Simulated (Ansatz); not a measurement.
Consider Ni in the fcc (Cu type) structure (space group Fm-3m, No. 225; a = 3.5184 Å; ferromagnetic).

The values are results of plane-wave PAW DFT at the PBE level (Ansatz, an electronic-structure program, 420 eV), scalar-relativistic without spin-orbit coupling, not measurements.

For the base:

```
Property              Result
-------------------  -------
Lattice parameter a  3.518 Å
```

It is then changed as follows: full substitution Ni → Cu; the structure is relaxed again.

Question: Predict the new lattice parameter a.

Answer: The lattice parameter a grows by 0.1113 Å (3.518 Å → 3.630 Å).

The magnetic state is the one reached from the starting moments; the real material's order can differ, and small cells can't hold many antiferromagnetic ones. No phonon test of stability was made. Spin-polarised in the final run: base; the other runs are not.
